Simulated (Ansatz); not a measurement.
The reference is BN in the h-BN type structure (space group P6_3/mmc, No. 194; a = 2.500 Å, c = 6.412 Å; layered, stacked along the Cartesian z axis).

Modification: full substitution N → P, then cell and atoms are relaxed.

Levels (all Ansatz, a program for electronic structure, PAW): PBEsol-D3(BJ) (420 eV, no spin-orbit coupling); r2SCAN (500 eV, no spin-orbit coupling); HSE06 (420 eV, spin-orbit coupling left out).

At the geometry relaxed with PBEsol-D3(BJ), these levels gave the following band gaps, in shuffled order: (a) 0.34 eV, (b) 0.83 eV, (c) 0.56 eV.

Q: Match each gap to its level.

A: (a) PBEsol-D3(BJ); (b) HSE06; (c) r2SCAN.

Single points use the geometry relaxed with PBEsol-D3(BJ). The hybrid gap comes from the SCF mesh plus the semilocal run's edge points and a few special points and is an upper bound. Stability against distortions was not tested. As relaxed here, BP is a hypothetical phase, not in the database extracts checked.
